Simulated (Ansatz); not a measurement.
# What uniaxial strain ε_zz = −2.50 % does to W

Take W in the bcc (W type) structure (space group Im-3m, No. 229; a = 3.1688 Å; relaxed with 0.1 eV smearing) as the base. Axes: x, y, z lie along the cube axes.

Modification: the cell is compressed by 2.50 % along z with no lateral relaxation, atoms relaxed at fixed cell.

All numbers come from r2SCAN, PAW, 500 eV (Ansatz, a program for electronic structure; no spin-orbit coupling). Settings: 29×29×29 k-points, 0.1 eV Fermi–Dirac smearing.

- Volume per atom = 15.51 Å³ (base 15.91 Å³)
- Energy relative to the base (free energy F) = +18 meV/atom
- Pressure (mean of the normal stresses, compression positive) = 8.6 GPa (base 0.0 GPa)
- Band gap = zero (base zero)
- Stress (xx, yy, zz, yz, xz, xy; compression positive) = (5.5, 5.5, 14.9, 0.0, 0.0, 0.0) GPa

Whether these cells are dynamically stable was not tested. All final runs are without spin polarisation.
